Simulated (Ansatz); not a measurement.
Input:

End structure of the (111) surface of fcc Pt, one added row of Pt in 3 (bottom of the slab: a bare face, its two planes held):

```yaml
crystal:
  lattice:
    - [2.80721, 0.00000, 0.00000]
    - [-4.21082, 7.29336, 0.00000]
    - [0.00000, 0.00000, 30.00000]
  atoms:
    - { symbol: Pt, position: [0.33333, 0.88889, 0.27012] }
    - { symbol: Pt, position: [0.33333, 0.22222, 0.27012] }
    - { symbol: Pt, position: [0.33333, 0.55556, 0.27012] }
    - { symbol: Pt, position: [0.66667, 0.77778, 0.34653] }
    - { symbol: Pt, position: [0.66667, 0.11111, 0.34653] }
    - { symbol: Pt, position: [0.66667, 0.44444, 0.34653] }
    - { symbol: Pt, position: [0.99998, 0.66666, 0.42274] }
    - { symbol: Pt, position: [0.00032, 0.00021, 0.42265] }
    - { symbol: Pt, position: [0.00048, 0.33365, 0.42259] }
    - { symbol: Pt, position: [0.33569, 0.55713, 0.49941] }
    - { symbol: Pt, position: [0.33414, 0.88942, 0.49873] }
    - { symbol: Pt, position: [0.33658, 0.22439, 0.49860] }
    - { symbol: Pt, position: [0.66874, 0.44583, 0.57582] }
    - { symbol: Pt, position: [0.67353, 0.78235, 0.57560] }
    - { symbol: Pt, position: [0.67071, 0.11381, 0.57467] }
    - { symbol: Pt, position: [0.02045, 0.34697, 0.65233] }
    - { symbol: Pt, position: [0.00661, 0.67107, 0.65287] }
    - { symbol: Pt, position: [0.98729, 0.99152, 0.65207] }
    - { symbol: Pt, position: [0.30887, 0.20591, 0.72050] }
```

Model: 19-atom slab, 13.8 Å thick at the start, 15x5x1 mesh, Fermi-Dirac 0.1 eV, dipole correction, 6 atoms held, the rest relaxed; held to the start's symmetry, so lower structures may exist; no spin, no spin-orbit, no U. In PBE it is, or lies within 0.01 eV a 1x1 cell of, the lowest of the 2 structures of its composition computed so far; larger cells were not tried.

Task: What work function of the top face does PBE (Ansatz, a first-principles code) give?

Result: 5.05 eV
